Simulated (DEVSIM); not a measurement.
Structure: abrupt Si n-p junction, at 300 K.

| layer (left to right) | material | thickness (μm) | Nd (cm⁻³) | Na (cm⁻³) | τn (s) | τp (s) |
|---|---|---|---|---|---|---|
| 1 | Si | 0.420 | 8.7e17 | - | 0.00075 | 0.00075 |
| 2 | Si | 46.0 | - | 2.6e15 | 0.00075 | 0.00075 |

Left contact: ohmic. Right contact: ohmic. Voltage is applied to the left contact. Recombination: SRH at mid-gap, radiative, Auger. Mobility is μmin + (μ − μmin)/(1 + (N/Nref)^α).

The device is made up for the run: typed textbook-type constants, with dimensions and the other settings drawn at random. Values at 300 K.

```csv
parameter,Si
gap (eV),1.124
affinity (eV),4.05
permittivity,11.7
Nc (cm⁻³),2.86e19
Nv (cm⁻³),3.1e19
μn (cm²/Vs),1417
μp (cm²/Vs),470
"μn,min",52
"μp,min",45
"Nref,n",9.7e16
"Nref,p",2.2e17
αn,0.68
αp,0.72
B (cm³/s),4.7e-15
Cn (cm⁶/s),2.8e-31
Cp (cm⁶/s),9.9e-32
```

DEVSIM, 1D drift-diffusion, Boltzmann statistics, complete ionisation; no tunnelling, impact ionisation, image-force lowering or self-heating.

The thickness of layer 2 was swept, all else fixed.

| thickness of layer 2 (μm) | dark forward voltage at 100 A/cm² (V) | dark forward voltage at 1 A/cm² (V) |
|---|---|---|
| 9.2 | 0.722 | 0.571 |
| 16 | 0.748 | 0.586 |
| 28 | 0.786 | 0.601 |
| 46 | 0.833 | 0.615 |
| 78 | 0.904 | 0.631 |
| 140 | 1.027 | 0.649 |
| 230 | 1.183 | 0.670 |

From the first row to the last the dark forward voltage at 100 A/cm² goes from 0.722 to 1.183. From the first row to the last the dark forward voltage at 1 A/cm² goes from 0.571 to 0.670.
